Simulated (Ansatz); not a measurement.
# A computed series for TiAl: response to strain

Take TiAl (space group P4/mmm, No. 123; a = 2.7662 Å, c = 4.0021 Å; relaxed with 0.1 eV smearing) as the base. Axes: x, y, z lie along a, b, c of the conventional cell.

Strains are applied to the cell and any free atomic positions relax.

The values are results of LDA (Ansatz, a quantum-chemistry and plane-wave program; PAW; 420 eV plane waves; spin-orbit coupling left out), not measurements.

Notes on the quantities. energy relative to the base: free energy F; pressure: mean of the normal stresses, compression positive.

| case | energy relative to the base | pressure | shortest interatomic distance |
|---|---|---|---|
| base | 0 meV/atom | 0.0 GPa | 2.766 Å |
| tensor shear ε_xz = +0.86 % | … | 0.1 GPa | 2.766 Å |
| tensor shear ε_xz = +1.43 % | +4.9 meV/atom | 0.1 GPa | 2.766 Å |
| tensor shear ε_xz = +2.00 % | +9.5 meV/atom | … | 2.759 Å |
| tensor shear ε_xz = +0.29 % | +0.2 meV/atom | 0.0 GPa | 2.766 Å |
| tensor shear ε_xz = +1.14 % | +3.1 meV/atom | 0.1 GPa | 2.766 Å |
| tensor shear ε_xz = +0.57 % | +0.8 meV/atom | 0.0 GPa | 2.766 Å |
| tensor shear ε_xz = +1.71 % | +7.0 meV/atom | 0.2 GPa | 2.764 Å |

Some entries are withheld; estimate them.


- tensor shear ε_xz = +0.86 %, energy relative to the base: +1.8 meV/atom
- tensor shear ε_xz = +2.00 %, pressure: 0.3 GPa

No phonon test of stability was made. The final runs are not spin-polarised.
